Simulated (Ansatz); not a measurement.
Data:

End structure of NH3 on the 1x1 (110) surface of bcc Ta, one in a 2x2 cell, started at the site 'hollow Ta-Ta-Ta':

```xyz
20
Lattice="5.7487 0.0000 0.0000 -1.9162 5.4200 0.0000 0.0000 0.0000 26.5000" Properties=species:S:1:pos:R:3 pbc="T T T"
Ta     0.9581     1.3550     9.8356
Ta     0.0000     4.0650     9.8356
Ta     3.8325     1.3550     9.8356
Ta     2.8744     4.0650     9.8356
Ta     0.0000     0.0000    12.0695
Ta    -0.9581     2.7100    12.0695
Ta     2.8744     0.0000    12.0695
Ta     1.9162     2.7100    12.0695
Ta     0.9486     1.3615    14.4166
Ta     0.0021     4.0709    14.4356
Ta     3.8277     1.3514    14.4437
Ta     2.8811     4.0598    14.4166
Ta    -0.0075     0.0055    16.6408
Ta    -0.9532     2.7218    16.8874
Ta     2.8667    -0.0096    16.6489
Ta     1.9186     2.7079    16.6409
N     -0.9769     2.7097    19.2128
H     -0.0178     2.7007    19.5712
H     -1.4514     3.5516    19.5519
H     -1.4753     1.8814    19.5499
```

Slab: 20 atoms, 6.8 Å thick at the start under the adsorbate (thin: gaps and levels are the slab's own); k 5x5x1, smearing 0.1 eV, dipole-corrected; single point; no symmetry held, on the structure that PBE left; no spin, no spin-orbit, no U, no dispersion correction. At the end it is bonded to Ta. In PBE it is, or lies within 0.03 eV of, the lowest of the starts that converged; the order may differ at this level.

A negative adsorption energy means that the adsorbate is more stable on the surface than in its reference.

Question: What is the computed work function of the top face (r2SCAN, at the PBE geometry in Ansatz, a first-principles code)?

Answer: 2.57 eV

Question: What change of the work function does r2SCAN, at the PBE geometry give?

Answer: -2.30 eV

Question: What adsorption energy against NH3(g) at the same level does r2SCAN, at the PBE geometry give?

Answer: -0.90 eV

Question: Predict the change of the step from the bottom to the top vacuum level, against the clean slab from r2SCAN, at the PBE geometry.

Answer: -2.27 eV
